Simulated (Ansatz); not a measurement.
# Effect of biaxial strain −2.50 %, plane normal [001], relaxed out of plane on C

Consider C in the diamond structure (space group Fd-3m, No. 227; a = 3.560 Å). Axes: x, y, z lie along the cube axes.

It is then changed as follows: compressive biaxial strain of 2.50 % in the plane normal to [001], as in epitaxy on a mismatched substrate; the out-of-plane cell vector and the atoms relax.

Method: Kohn–Sham DFT with the r2SCAN functional, run in Ansatz (a first-principles code) with PAW and 500 eV plane waves, scalar-relativistic without spin-orbit coupling. k-mesh 16×16×16 (Γ-centred); smearing 0.05 eV (Fermi–Dirac).

```tsv
quantity	base	changed	shift
volume per atom	5.64 Å³	5.39 Å³	-0.25 Å³
space group	Fd-3m (No. 227)	I4_1/amd (No. 141)	–
energy relative to the base (free energy F)	0 meV/atom	+28 meV/atom	+28 meV/atom
pressure (mean of the normal stresses, compression positive)	0.01 GPa	22.11 GPa	+22.107 GPa
band gap	4.36 eV	4.04 eV	-0.32 eV
gap character	–	indirect, Γ → Γ–X (75 % along)	–
smallest direct gap	5.90 eV	5.72 eV	-0.18 eV
electron mass	1.8 mₑ along k, 0.28 mₑ across (off the special points)	1.5 mₑ along k, 0.27 mₑ across (off the special points)	–
valence-band top at Γ (three highest levels, from the VBM)	0.00, 0.00, 0.00 eV	0.00, 0.00, -0.52 eV	–
valley order (the lowest conduction-band minima on the path, energy above the VBM, named in the base's zone)	a point along ⟨100⟩, about 1.3 Å⁻¹ from Γ 4.36 eV	a point along [100], about 1.3 Å⁻¹ from Γ 4.04 eV; a point along [001], about 1.3 Å⁻¹ from Γ 4.83 eV	–
out-of-plane strain	–	+0.55 %	–
ratio −ε⊥/ε∥	–	0.22	–
```

Final structure (turned so that z lies along the plane normal):

```
CELL_PARAMETERS angstrom
      2.45456     0.00000     0.00000
      0.00000     2.45456     0.00000
      1.22728    -1.22728     1.78999
ATOMIC_POSITIONS crystal
  C  0.00000 0.00000 0.00000
  C  0.75000 0.75000 0.50000
```

Effective masses come from finite differences of ±0.01 Å⁻¹. Along k means along the line from Γ to the band edge. Whether these cells are dynamically stable was not tested. Labels are those of the standard path for the cell's own space group.
